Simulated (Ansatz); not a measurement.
## fcc Ni, ferromagnetic (1 1 0) on diamond (1 1 0) (film strained to the substrate, started from cuts of the bulks and a machine-learned relaxation; slabs C24 and Ni8, which can lie off the formulas; started ferromagnetic)

A periodic stack without vacuum, fcc Ni, ferromagnetic (1 1 0) on diamond (1 1 0) (film strained to the substrate, started from cuts of the bulks and a machine-learned relaxation; slabs C24 and Ni8, which can lie off the formulas; started ferromagnetic): substrate slab C24, film Ni8, surface cells [[0, -1], [1, -1]] and [[0, -1], [1, -1]], film strained by +1.5 and +1.5 %, outermost planes C/C and Ni/Ni as cut, which need not be the usual terminations and can put a slab off its formula.

The start was prepared with a machine-learned potential, and the result is one local minimum, with the in-plane cell held and forces under 0.04 eV/Å; the film can end far from its bulk form.

The numbers are results of PBE (plane waves to 420 eV, PAW; Ansatz, a quantum-chemistry and plane-wave program), not measurements. No spin–orbit coupling; PBE gaps are too small against experiment. Its k-point mesh 15×9×1, Fermi–Dirac width 0.05 eV.

- interface area: 9.0 Å²
- period: 25.79 Å
- heights between the nearest atoms of the two slabs at the two interfaces: 1.73 and 1.73 Å
- C–Ni contacts across the interfaces within 1.22 times the sum of covalent radii: 6, mean 2.07 Å
- hole barrier (PBE): 0.75 eV
- electron barrier (PBE): 3.37 eV

```
CELL_PARAMETERS angstrom
      2.52539     0.00002    -0.02080
      2.52556     3.57152    -0.00074
      0.20333    -0.15448    25.78893
ATOMIC_POSITIONS crystal
  C  0.20416 0.53660 0.07846
  C  0.46788 0.77289 0.07853
  C  0.19568 0.04487 0.03352
  C  0.48129 0.25925 0.03527
  C  0.21160 0.52980 0.17685
  C  0.46207 0.77934 0.17685
  C  0.21137 0.02974 0.12789
  C  0.46258 0.27852 0.12803
  C  0.21220 0.52977 0.27481
  C  0.46228 0.77970 0.27481
  C  0.21199 0.02970 0.22584
  C  0.46217 0.27953 0.22585
  C  0.21252 0.52999 0.37275
  C  0.46269 0.77982 0.37274
  C  0.21240 0.02985 0.32378
  C  0.46246 0.27979 0.32378
  C  0.21253 0.53046 0.47069
  C  0.46377 0.77923 0.47055
  C  0.21245 0.03030 0.42173
  C  0.46296 0.27979 0.42174
  C  0.19744 0.54598 0.56503
  C  0.48306 0.76035 0.56330
  C  0.20587 0.03743 0.52012
  C  0.46962 0.27366 0.52005
  Ni 0.68940 0.05194 0.68054
  Ni 0.68584 0.55590 0.63228
  Ni 0.68778 0.05225 0.77515
  Ni 0.68794 0.55231 0.72771
  Ni 0.68863 0.05233 0.87086
  Ni 0.68829 0.55225 0.82343
  Ni 0.68556 0.05595 0.96627
  Ni 0.68919 0.55214 0.91804
```
Starting moments (μB, in the order of the record's atoms C C C C C C C C C C C C C C C C C C C C C C C C Ni Ni Ni Ni Ni Ni Ni Ni): 0.0 0.0 0.0 0.0 0.0 0.0 0.0 0.0 0.0 0.0 0.0 0.0 0.0 0.0 0.0 0.0 0.0 0.0 0.0 0.0 0.0 0.0 0.0 0.0 0.7 0.7 0.7 0.7 0.7 0.7 0.7 0.7.
